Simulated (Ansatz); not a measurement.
## Os: uniaxial strain ε_zz = −0.50 %

The reference is Os in the hcp (Mg type) structure (space group P6_3/mmc, No. 194; a = 2.729 Å, c = 4.309 Å; relaxed with 0.1 eV smearing). Axes: x lies along a and z along c of the hexagonal cell.

Modification: uniaxial strain ε_zz = −0.50 %, all other strain components held at zero; the atoms relax in the strained cell.

The values are results of PBEsol (Ansatz, a program for electronic structure; PAW; 420 eV plane waves; no SOC), not measurements. Γ-centred 24×24×14 mesh, Fermi–Dirac width 0.1 eV.

Volume per atom: 13.83 Å³ (base 13.90 Å³)
Energy relative to the base (free energy F): +1.0 meV/atom
Band gap: zero (base zero)
Stress (xx, yy, zz, yz, xz, xy; compression positive): (1.2, 1.2, 4.5, 0.0, 0.0, 0.0) GPa

Cost of the whole job for the changed cell (relaxation, final SCF and bands): about 11 core-seconds (a rough figure).

Stability against distortions was not tested. All final runs are without spin polarisation.
